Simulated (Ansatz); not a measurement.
We consider Ti₄AlN₃ (P6₃/mmc, No. 194), described by PBEsol (PAW; Ansatz, a program for electronic structure).

Numerical settings: plane-wave cutoff 520 eV, 24×24×4 k mesh (along the axes of the cell as run), Fermi–Dirac smearing 0.026 eV (set by the program), no spin polarisation, scalar-relativistic PAW data made under PBE.

Cell (relaxed at this level):

```yaml
crystal:
  lattice:
    - [2.96260, 0.00000, 0.00000]
    - [-1.48130, 2.56569, 0.00000]
    - [0.00000, 0.00000, 23.26103]
  atoms:
    - { symbol: Ti, position: [0.00000, 0.00000, 0.65398] }
    - { symbol: Ti, position: [0.00000, 0.00000, 0.15398] }
    - { symbol: Ti, position: [0.00000, 0.00000, 0.34602] }
    - { symbol: Ti, position: [0.00000, 0.00000, 0.84602] }
    - { symbol: Ti, position: [0.66667, 0.33333, 0.55373] }
    - { symbol: Ti, position: [0.33333, 0.66667, 0.05373] }
    - { symbol: Ti, position: [0.33333, 0.66667, 0.44627] }
    - { symbol: Ti, position: [0.66667, 0.33333, 0.94627] }
    - { symbol: Al, position: [0.66667, 0.33333, 0.75000] }
    - { symbol: Al, position: [0.33333, 0.66667, 0.25000] }
    - { symbol: N, position: [0.00000, 0.00000, 0.50000] }
    - { symbol: N, position: [0.00000, 0.00000, 0.00000] }
    - { symbol: N, position: [0.66667, 0.33333, 0.10544] }
    - { symbol: N, position: [0.33333, 0.66667, 0.60544] }
    - { symbol: N, position: [0.33333, 0.66667, 0.89456] }
    - { symbol: N, position: [0.66667, 0.33333, 0.39456] }
```

Problem. Estimate the Voigt–Reuss–Hill bulk modulus, Voigt–Reuss–Hill shear modulus (Hill average), Young modulus and Poisson ratio that the calculation returns.

Solution. 
- Voigt–Reuss–Hill bulk modulus = 212 GPa
- Voigt–Reuss–Hill shear modulus (Hill average) = 160 GPa
- Young modulus = 384 GPa
- Poisson ratio = 0.197

Elastic constants are with the ions relaxed.

It cost roughly 6 core-hours of CPU time.
